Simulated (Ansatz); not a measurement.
The reference is BaTiO3 in the cubic perovskite structure (space group Pm-3m, No. 221; a = 3.935 Å). Axes: x, y, z lie along the cube axes.

Structures relaxed with DFT with LDA, PAW potentials and a 420 eV plane-wave cutoff in Ansatz (a quantum-chemistry and plane-wave program), no SOC.

Base:

Simulated powder pattern, Mo Kα, λ = 0.71073 Å (kinematic, ideal powder, no thermal factors, no anomalous dispersion; the 14 strongest lines at most, above 2 %, up to 2θ = 40°):

```tsv
2θ (°)	I/Imax (%)	hkl
10.36	18	(100)
14.68	100	(110)
18.00	26	(111)
20.81	37	(200)
23.30	11	(210)
25.56	44	(211)
29.60	24	(220)
31.44	6.5	(300)
33.19	20	(310)
34.86	9.8	(311)
36.46	7.8	(222)
38.01	3.1	(320)
39.50	22	(321)
```

After one change:

Simulated powder pattern, Mo Kα, λ = 0.71073 Å (kinematic, ideal powder, no thermal factors, no anomalous dispersion; the 14 strongest lines at most, above 2 %, up to 2θ = 40°):

```tsv
2θ (°)	I/Imax (%)
10.14	9.7
10.69	17
14.75	100
15.13	47
18.25	38
20.36	20
21.47	34
25.46	22
26.14	41
29.75	24
30.54	11
32.63	10
36.98	11
39.40	11
```

Name the change that was made.
(A) biaxial strain −3.00 %, plane normal [001], relaxed out of plane
(B) biaxial strain −1.20 %, plane normal [001], relaxed out of plane
(C) biaxial strain −0.60 %, plane normal [001], relaxed out of plane
(D) biaxial strain −1.80 %, plane normal [001], relaxed out of plane

A, biaxial strain −3.00 %, plane normal [001], relaxed out of plane. Its volume per atom is 11.72 Å³ against 12.18 Å³, and its space group is P4/mmm (No. 123).

No phonon test of stability was made. All final runs are without spin polarisation. Many cubic perovskites are stable only at high temperature; tilts and polar distortions were not tested. This is not the structure that BaTiO3 has at room temperature and ambient pressure.
